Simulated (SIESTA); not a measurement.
Band structure of WC (P-6m2, 2 atoms in the cell).

```
WC
1.0
    1.45500    -2.52013     0.00000
    1.45500     2.52013     0.00000
    0.00000     0.00000     2.84000
W C
1 1
Direct
  0.00000   0.00000   0.00000
  0.33333   0.66667   0.50000
```

Level of theory: GGA PBE, numerical atomic orbitals DZP, PseudoDojo PBE standard norm-conserving potentials (rewritten from UPF to PSML) (SIESTA).

Settings: XC.functional = GGA; XC.authors = PBE; potentials = PseudoDojo PBE standard; PAO.BasisSize = DZP; PAO.EnergyShift = 0.01 Ry; MeshCutoff = 350 Ry; kgrid.MonkhorstPack = 17 17 15; OccupationFunction = MP; OccupationMPOrder = 0; ElectronicTemperature = 272 meV; MaxSCFIterations = 150; SCF.Mixer.Method = Broyden; SCF.Mixer.Weight = 0.25; SCF.Mixer.History = 8.

The starting cell has typed, rounded lattice constants, without a prior relaxation at this level. Spin-orbit coupling is off. Spin polarisation is off. Values carry the incompleteness of an atom-centred basis.

Levels in eV from the Fermi level, bands 6 to 11:
```csv
point,6,7,8,9,10,11
Γ,-4.40,-3.38,-3.38,0.33,3.11,3.11
M,-7.03,-3.65,-3.62,-0.30,2.23,4.47
K,-6.61,-4.54,-3.49,0.54,1.02,2.16
A,-8.71,-2.00,-2.00,-0.67,-0.67,3.75
L,-6.53,-4.35,-4.14,0.30,4.32,5.15
H,-7.24,-5.49,-1.66,-0.68,4.42,6.54
```

Bands cross the Fermi level along this path, so the cell is metallic at this level.

Higher empty bands are left out: an atom-centred basis made for the valence describes them poorly.
